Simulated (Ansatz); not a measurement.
The starting structures come from a database of crystals and need not be the phases stable at ambient conditions.

Consider the following.

```yaml
crystal:
  lattice:
    - [5.28485, 0.00000, 0.00000]
    - [2.64242, 4.57681, 0.00000]
    - [2.64243, 1.52560, 4.84596]
  atoms:
    - { symbol: Li, position: [0.63781, 0.63781, 0.08657] }
    - { symbol: Li, position: [0.36219, 0.36219, 0.91343] }
    - { symbol: Nb, position: [0.85560, 0.85560, 0.43319] }
    - { symbol: Nb, position: [0.14440, 0.14440, 0.56681] }
    - { symbol: O, position: [0.78391, 0.43784, 0.73241] }
    - { symbol: O, position: [0.21609, 0.56216, 0.26759] }
    - { symbol: O, position: [0.43784, 0.04584, 0.73241] }
    - { symbol: O, position: [0.56216, 0.95416, 0.26759] }
    - { symbol: O, position: [0.04584, 0.78391, 0.73241] }
    - { symbol: O, position: [0.95416, 0.21609, 0.26759] }
```

Space group of this cell: R-3. The cell is taken as given; by r2SCAN its mean pressure is -8.8 GPa.

The current runs along the normal of the first two printed vectors, the (001) plane. All runs by Ansatz (a first-principles code), plane waves and PAW, without spin-orbit coupling; the base is r2SCAN.

| run | mean pressure (GPa) | gap (eV) | mid-gap κ (1/Å) |
|---|---|---|---|
| base | -8.8 | 4.22 | 0.492 |
| all lengths scaled by 0.98 | 2.5 | … | … |
| all lengths scaled by 1.02 | -17.3 | … | … |
| pbesol in place of r2scan | -9.6 | … | … |

Problem. Complete the blanks.

Solution. 
- all lengths scaled by 0.98, gap (eV): 4.51
- all lengths scaled by 0.98, mid-gap κ (1/Å): 0.504
- all lengths scaled by 1.02, gap (eV): 3.94
- all lengths scaled by 1.02, mid-gap κ (1/Å): 0.480
- pbesol in place of r2scan, gap (eV): 3.79
- pbesol in place of r2scan, mid-gap κ (1/Å): 0.466
